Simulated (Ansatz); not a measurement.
Here is the system:

```xyz
3
Lattice="-0.0730 2.7401 2.6645 2.7095 -0.0538 2.6453 2.7164 2.7279 -0.0608" Properties=species:S:1:pos:R:3 pbc="T T T"
Ca     0.0000     0.0000     0.0000
F      1.3455     1.3652     1.3209
F      4.0075     4.0489     3.9281
```

No spin polarisation.

Computed with r2SCAN/PAW in Ansatz (a first-principles code), no spin-orbit coupling. k-mesh 11×11×11 (Γ-centred); smearing 0.05 eV (Fermi–Dirac).

Estimate the gap character.

Indirect, V → Γ.

What electron mass does the calculation give?

0.56 mₑ (at Γ).

Estimate the space group.

P-1 (No. 2).

The cells carry an imposed strain or load. Masses are band curvatures over ±0.01 Å⁻¹ around the edge. Stability against distortions was not tested. The cell was made from CaF2 in the fluorite structure (space group Fm-3m, No. 225) by this change: strain tensor (xx, yy, zz, yz, xz, xy) = (+1.10, +1.52, −1.26, −0.77, −1.47, −1.22) %.
